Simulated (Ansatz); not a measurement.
Base system: BeTe in the zinc blende structure (space group F-43m, No. 216).

```
CELL_PARAMETERS angstrom
      0.00000     2.83176     2.83176
      2.83176     0.00000     2.83176
      2.83176     2.83176     0.00000
ATOMIC_POSITIONS crystal
  Be 0.00000 0.00000 0.00000
  Te 0.25000 0.25000 0.25000
```

Cartesian axes are those of the cell as printed.

Level of theory: PBE/PAW in Ansatz (a program for electronic structure), no spin-orbit coupling.

Now apply this change: every lattice vector is stretched by 0.50 %; the atoms relax in the strained cell.

Problem. Predict the stress tensor and what it implies for the stiffness.

Solution. Stress of the strained cell less that of the base (GPa, compression positive):
```
  -0.82    0.00    0.00
   0.00   -0.82    0.00
   0.00    0.00   -0.82
```

Then B = −ΔP/(ΔV/V₀) with ΔV/V₀ = 0.0151 gives secant stiffness values (nonlinear terms included at this strain): B ≈ 54 GPa.

No phonon test of stability was made.
